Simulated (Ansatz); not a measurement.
**SiC: response to strain**

Take SiC in the wurtzite structure (space group P6_3mc, No. 186; a = 3.0920 Å, c = 5.0743 Å) as the base.

Strains are applied to the cell and any free atomic positions relax.

All numbers come from plane-wave PAW DFT at the PBE level (Ansatz, a first-principles code, 420 eV), no spin-orbit coupling.

Notes on the quantities. pressure: mean of the normal stresses, compression positive.

```csv
isotropic strain (%),pressure (GPa)
0,0.0
0.6,-3.7
1.2,-7.1
1.8,-10.3
2.4,?
3,-15.9
```

Fit P = P₀ − Bδ + Cδ² with δ = (1 + ε)³ − 1 to the rows shown and predict the withheld row.

Least squares on the printed values gives P₀ = 0.0 GPa, B = 210 GPa (at held cell shape), C = 420 GPa (largest residual 0.0 GPa); this predicts -13.2 GPa, and the run gives -13.2 GPa, in agreement.

No phonon test of stability was made.
